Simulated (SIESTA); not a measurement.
Input and output of a self-consistent single point for SrSbPt (P-6m2, 3 atoms in the cell) (SIESTA)

Method: LDA PW92, numerical atomic orbitals DZP, PseudoDojo LDA standard norm-conserving potentials (rewritten from UPF to PSML) run with SIESTA 5.4.2.

The input file:

```
# files in the folder: Sr.psml Sb.psml Pt.psml (PseudoDojo LDA standard)
SystemName  SrSbPt
SystemLabel SrSbPt

NumberOfAtoms                3
NumberOfSpecies              3
%block ChemicalSpeciesLabel
  1 38 Sr
  2 51 Sb
  3 78 Pt
%endblock ChemicalSpeciesLabel
LatticeConstant              4.507170 Ang
%block LatticeVectors
     1.000000000    0.000000000    0.000000000
    -0.500000000    0.866025466    0.000000000
     0.000000000    0.000000000    1.029466384
%endblock LatticeVectors
AtomicCoordinatesFormat      Bohr
%block AtomicCoordinatesAndAtomicSpecies
     0.000000000    0.000000000    0.000000000  1
     4.258662707    2.458735320    4.384145712  2
    -0.000004259    4.917478016    4.384145712  3
%endblock AtomicCoordinatesAndAtomicSpecies

XC.functional                LDA
XC.authors                   PW92
PAO.BasisSize                DZP
PAO.EnergyShift              0.01 Ry
MeshCutoff                   400 Ry
%block kgrid.MonkhorstPack
    6   0   0  0.0
    0   6   0  0.0
    0   0   5  0.0
%endblock kgrid.MonkhorstPack
OccupationFunction           MP
OccupationMPOrder            0
ElectronicTemperature        0.1 eV

MaxSCFIterations             150
SCF.Mixer.Method             Broyden
SCF.Mixer.Weight             0.1
SCF.Mixer.History            6
SCF.DM.Tolerance             1.0E-04
Diag.ParallelOverK           true
WriteForces                  true
```

Output (repeated stretches shortened):

```
reinit: Reading from file input.fdf

reinit: System Name: SrSbPt
reinit: System Label: SrSbPt

coor:   Atomic-coordinates input format  =     Cartesian coordinates
coor:                                            (in Bohr units)

siesta: Atomic coordinates (Bohr) and species
siesta:      0.00000   0.00000   0.00000  1        1
siesta:      4.25866   2.45874   4.38415  2        2
siesta:     -0.00000   4.91748   4.38415  3        3

siesta: System type = bulk

initatomlists: Number of atoms, orbitals, and projectors:      3    46    68

siesta: ******************** Simulation parameters ****************************
redata: Spin configuration                          = none
redata: Time-Reversal Symmetry                      = T
redata: Number of Atomic Species                    =        3
redata: Mesh Cutoff                                 =   400.0000 Ry
redata: Net charge of the system                    =     0.0000 |e|
redata: Min. number of SCF Iter                     =        0
redata: Max. number of SCF Iter                     =      150
redata: SCF convergence failure will abort job
redata: SCF mix quantity                            = Hamiltonian
redata: Mix DM or H after convergence               =   F
redata: Recompute H after scf cycle                 =   F
redata: Mix DM in first SCF step                    =   T
redata: No kicks to SCF
redata: DM Mixing Weight for Kicks                  =     0.5000
redata: Require Harris convergence for SCF          =   F
redata: Harris energy tolerance for SCF             =     0.000100 eV
redata: Require DM convergence for SCF              =   T
redata: DM tolerance for SCF                        =     0.000100
redata: Require EDM convergence for SCF             =   F
redata: EDM tolerance for SCF                       =     0.001000 eV
redata: Require H convergence for SCF               =   T
redata: Hamiltonian tolerance for SCF               =     0.001000 eV
redata: Require (free) Energy convergence for SCF   =   F
redata: (free) Energy tolerance for SCF             =     0.000100 eV
redata: Using DFT-D3 dispersion                     =   F
redata: Using Saved Data (generic)                  =   F
redata: Method of Calculation                       = Diagonalization
redata: Electronic Temperature                      =  1160.4518 K
redata: Number of TDED substeps                     =        3
redata: Dynamics option                             = Single-point calculation
redata: Save all siesta data in one NC              =   F
redata: ***********************************************************************

%block SCF.Mixers
  Broyden
%endblock SCF.Mixers

%block SCF.Mixer.Broyden
  # Mixing method
  method broyden

  # Mixing options
  weight 0.1000
  weight.linear 0.1000
  weight.prime 0.1000
  history 6
%endblock SCF.Mixer.Broyden

DM_history_depth set to one: no extrapolation allowed by default for geometry relaxation
Size of DM history Fstack: 1
Total number of electrons:    43.000000
Total ionic charge:    43.000000

* ProcessorY, Blocksize:    1  47

* Orbital distribution balance (max,min):    46    46

k-point displ. along   1 input, could be:     0.00    0.50
k-point displ. along   2 input, could be:     0.00    0.50
 Kpoints in:          108 . Kpoints trimmed:           96

siesta: k-grid: Number of k-points = 96
siesta: k-points from Monkhorst-Pack grid
siesta: k-cutoff (effective) =    11.600 Ang
siesta: k-point supercell and displacements
siesta: k-grid:     6     0     0      0.000
siesta: k-grid:     0     6     0      0.000
siesta: k-grid:     0     0     5      0.000

diag: Algorithm                                     = D&C
diag: Parallel over k                               =   F
diag: Use parallel 2D distribution                  =   F
diag: Parallel block-size                           = 47
diag: Parallel distribution                         =     1 x     1
diag: Used triangular part                          = Lower
diag: Absolute tolerance                            =  0.100E-15
diag: Orthogonalization factor                      =  0.100E-05
diag: Memory factor                                 =  1.0000

superc: Internal auxiliary supercell:     7 x     5 x     5  =     175
superc: Number of atoms, orbitals, and projectors:    525   8050  11900

                        Single-point calculation

superc: Internal auxiliary supercell:     7 x     5 x     5  =     175
superc: Number of atoms, orbitals, and projectors:    525   8050  11900

outcell: Unit cell vectors (Ang):
        4.507170    0.000000    0.000000
       -2.253585    3.903324    0.000000
        0.000000    0.000000    4.639980

outcell: Cell vector modules (Ang)   :    4.507170    4.507170    4.639980
outcell: Cell angles (23,13,12) (deg):     90.0000     90.0000    120.0000
outcell: Cell volume (Ang**3)        :     81.6309
new_DM -- step:     1
Initializing Density Matrix...

Attempting to read DM from file... Failed...
DM filled with atomic data:

InitMesh: MESH = 48 x 48 x 60 = 138240
InitMesh: Mesh cutoff (required, used) =   400.000   417.941 Ry

stepf: Methfessel-Paxton step function
       Using Hermite-Gauss polynomials of order  0

        iscf     Eharris(eV)        E_KS(eV)     FreeEng(eV)     dDmax    Ef(eV) dHmax(eV)
   scf:    1    -6908.231069    -6942.214969    -6942.234517  1.259919 -2.596042 22.794342
   scf:    2    -6959.671807    -6952.411747    -6952.431412  0.360907 -3.362420 11.217531
   scf:    3    -6956.516878    -6955.339079    -6955.357419  0.292067 -3.911503  1.870736
   scf:    4    -6954.717374    -6955.243942    -6955.266180  0.134062 -4.173082  3.180286
   scf:    5    -6955.641893    -6955.496493    -6955.519282  0.145135 -4.064404  1.061383
   scf:    6    -6955.535592    -6955.518736    -6955.541264  0.010717 -4.031181  0.530496
   [... 4 lines left out ...]
   scf:   11    -6955.528827    -6955.528826    -6955.550895  0.000160 -3.980281  0.002988
   scf:   12    -6955.528831    -6955.528828    -6955.550895  0.000216 -3.980254  0.002189
   scf:   13    -6955.528834    -6955.528831    -6955.550895  0.000197 -3.980232  0.001511
   scf:   14    -6955.528834    -6955.528833    -6955.550896  0.000120 -3.980225  0.000977
   scf:   15    -6955.528835    -6955.528834    -6955.550896  0.000083 -3.980228  0.000666

SCF Convergence by DM+H criterion
max |DM_out - DM_in|         :     0.0000825328
max |H_out - H_in|      (eV) :     0.0006656346
SCF cycle converged after 15 iterations

Using DM_out to compute the final energy and forces

siesta: E_KS(eV) =            -6955.5288

siesta: E_KS - E_eggbox =     -6955.5288

siesta: Atomic forces (eV/Ang):
     1    0.000003   -0.000002   -0.000000
     2   -0.000047    0.000026    0.000000
     3    0.000041   -0.000023    0.000000
   Tot   -0.000003    0.000001    0.000000
   Max    0.000047
   Res    0.000024    sqrt( Sum f_i^2 / 3N )
   Max    0.000047    constrained

Stress tensor Voigt[x,y,z,yz,xz,xy] (kbar):        3.93        3.93       34.39        0.00        0.00       -0.00
(Free)E + p*V (eV/cell)    -6956.2684
Target enthalpy (eV/cell)    -6955.5509

siesta: Program's energy decomposition (eV):
siesta: Ebs     =     -1204.736358
siesta: Eions   =      9670.594026
siesta: Ena     =      1577.533345
siesta: Ekin    =      2707.387678
siesta: Enl     =      -163.230378
siesta: Eso     =         0.000000
siesta: Edftu   =         0.000000
siesta: DEna    =        70.431800
siesta: DUscf   =         1.699616
siesta: DUext   =         0.000000
siesta: Ex      =     -1355.087330
siesta: Ec      =      -123.669539
siesta: Exc     =     -1478.756869
siesta: Eharris =     -6955.528835
siesta: Etot    =     -6955.528834
siesta: FreeEng =     -6955.550896

siesta: Stress tensor (static) (eV/Ang**3):
siesta:     0.002452   -0.000001    0.000000
siesta:    -0.000001    0.002451    0.000000
siesta:     0.000000    0.000000    0.021467

siesta: Cell volume =         81.630912 Ang**3

siesta: Pressure (static):
siesta:                Solid            Molecule  Units
siesta:          -0.00009573         -0.00009573  Ry/Bohr**3
siesta:          -0.00878980         -0.00878927  eV/Ang**3
siesta:         -14.08281323        -14.08195863  kBar
```

The run converged in 15 iterations.

The starting cell comes from a database of computed structures (which also holds hypothetical and non-ambient phases and stackings), without a prior relaxation at this level. Spin polarisation is off. Values carry the incompleteness of an atom-centred basis.
